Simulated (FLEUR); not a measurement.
Input and output of a self-consistent single point for KI (Fm-3m, 2 atoms in the cell) (FLEUR).

Method of the run: FLEUR with PBE, all-electron FLAPW (FLEUR), scalar-relativistic valence with spin-orbit coupling in second variation.

```yaml
crystal:
  lattice:
    - [0.00000, 3.53500, 3.53500]
    - [3.53500, 0.00000, 3.53500]
    - [3.53500, 3.53500, 0.00000]
  atoms:
    - { symbol: K, position: [0.00000, 0.00000, 0.00000] }
    - { symbol: I, position: [0.50000, 0.50000, 0.50000] }
```

Reference input (self-consistent single point, DFT, PBE, all-electron FLAPW (FLEUR), scalar-relativistic valence): Kmax = 3.8 1/bohr; GmaxXC = 15.2 1/bohr; xcFunctional = pbe; jspins = 1; l_soc = F; mode = hist; fermiSmearingEnergy = 0.00183747 Htr; mesh (inpgen div1-3) = 4 4 4; inpgen gamma flag = true; Gmax = 15.2 1/bohr; numbands = 0; maxIterBroyd = 40. This run's input differs from it in these lines:

```diff
@@ -15,2 +15,3 @@
 &kpt div1=4 div2=4 div3=4 gamma=t /
+&soc 0.0 0.0 /
 &end /
@@ -28,5 +29,5 @@
       <magnetism jspins="1"/>
-      <soc l_soc="F" theta="0.0" phi="0.0" spav="F"/>
+      <soc l_soc="T" theta="0.0" phi="0.0" spav="F"/>
       <expertModes spex="0" secvar="F"/>
-      <geometryOptimization l_f="T" forcealpha="1.0" forcemix="BFGS" epsdisp="0.00001" epsforce="0.00001"/>
+      <geometryOptimization l_f="F" forcealpha="1.0" forcemix="BFGS" epsdisp="0.00001" epsforce="0.00001"/>
       <ldaU l_linMix="F" mixParam="0.05" spinf="1.0"/>
```

The program printed (abridged):

```
 Iteration:     1   Distance:       2.30525520 me/bohr^3
 Iteration:     2   Distance:       2.12954476 me/bohr^3
 Iteration:     3   Distance:       1.12622921 me/bohr^3
 Iteration:     4   Distance:       0.40201143 me/bohr^3
 Iteration:     5   Distance:       0.35587969 me/bohr^3
   [... 5 lines left out ...]
 Iteration:    11   Distance:       0.00022759 me/bohr^3
 Iteration:    12   Distance:       0.00031893 me/bohr^3
 Iteration:    13   Distance:       0.00002659 me/bohr^3
 Iteration:    14   Distance:       0.00000238 me/bohr^3
 Run finished successfully
 Stop message:
   all done

[file out, last iteration]
             iter=     14
[...]
          total density-effective poten   -1.2840502041E+04
          total charge density-energy d   -2.1516424710E+02
 Updated energy parameters for spin:           1
[...]
 fermi energy and band-weighting factors:
   [... 8 lines left out ...]

[...]
FERMIE:
          first approx. to ef    (T=0)  :   0.039755 htr   (energy of the highest occ. eigenvalue)
          number of occ. states  (T=0)  :        364
          first approx. to seigv (T=0)  : -41.159004 htr
          sum of weights of occ. states :  26.000000
          sum of semicore charge        :   0.000000 e
FERHIS:  Fermi-Energy by histogram:
          bandgap                     :   0.135225 htr
   [... lines left out ...]
          charge neutrality (T=0)     :   0.000000    (zero if the highest occ. eigenvalue is "entirely" occupied)
 Direct bandgap for spin            1 :   0.13522524683221560       Htr
 ---->    free energy=                     -7721.3080904507 htr
   [... lines left out ...]
 TOTAL FORCE FOR ATOM TYPE=  2  X=  6.680   Y=  6.680   Z=  6.680
                       FX_TOT= 0.000000 FY_TOT= 0.000000 FZ_TOT= 0.000000
No new postions, force convergence required= 0.00001; max force distance= 0.00000
---->    distance of charge densities for spin  1                 it=   14:     0.000002 me/bohr**3
GENERALIZED ANDERSON MIXING: alpha=   0.05000 History-length=13
     ******* it= 14  is completed********
```

The run converged in 14 iterations. Against the reference run the gap on the mesh goes from 3.994 to 3.680 eV.

The starting cell has typed, rounded lattice constants, without a prior relaxation at this level. Values depend on the basis (sphere radii, cutoffs, local orbitals), which need not be converged.
